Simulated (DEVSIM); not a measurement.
Structure: InP/In0.53Ga0.47As p-n heterojunction, at 300 K.

```tsv
layer (left to right)	material	thickness (μm)	Nd (cm⁻³)	Na (cm⁻³)	τn (s)	τp (s)
1	InP	0.750	-	2.7e17	3.5e-8	3.5e-8
2	In0.53Ga0.47As	1.70	2.4e16	-	3.5e-8	3.5e-8
```

Left contact: ohmic. Right contact: ohmic. Voltage is applied to the left contact. Recombination: SRH at mid-gap, radiative. Mobility is constant in doping.

The device is made up for the run: typed textbook-type constants, with dimensions and the other settings drawn at random. Values at 300 K.

| parameter | InP | In0.53Ga0.47As |
|---|---|---|
| gap (eV) | 1.344 | 0.74 |
| affinity (eV) | 4.38 | 4.51 |
| permittivity | 12.5 | 13.9 |
| Nc (cm⁻³) | 5.7e17 | 2.1e17 |
| Nv (cm⁻³) | 1.1e19 | 7.7e18 |
| μn (cm²/Vs) | 5200 | 12000 |
| μp (cm²/Vs) | 170 | 300 |
| B (cm³/s) | 1.2e-10 | 9.6e-11 |

Simulated with DEVSIM: 1D drift-diffusion, Boltzmann statistics, complete ionisation; no tunnelling, impact ionisation, image-force lowering or self-heating. Band offsets follow the typed affinities; no thermionic-emission limit at abrupt steps, no polarisation charge.

The doping Na of layer 1 was swept, all else fixed.

```csv
doping Na of layer 1 (cm^-3),largest field in the device at zero bias (V/cm),potential step across the device at zero bias (V),dark forward voltage at 1 A/cm² (V),dark forward voltage at 100 A/cm² (V)
8.1e15,41000,0.971,0.676,0.908
2.7e16,61000,1.003,0.565,0.833
8.1e16,95000,1.031,0.499,0.768
2.7e17,170000,1.062,0.446,0.705
8.1e17,290000,1.090,0.415,0.653
2.7e18,540000,1.122,0.401,0.600
```

From the first row to the last the largest field in the device at zero bias goes from 41000 to 540000. From the first row to the last the potential step across the device at zero bias goes from 0.971 to 1.122.
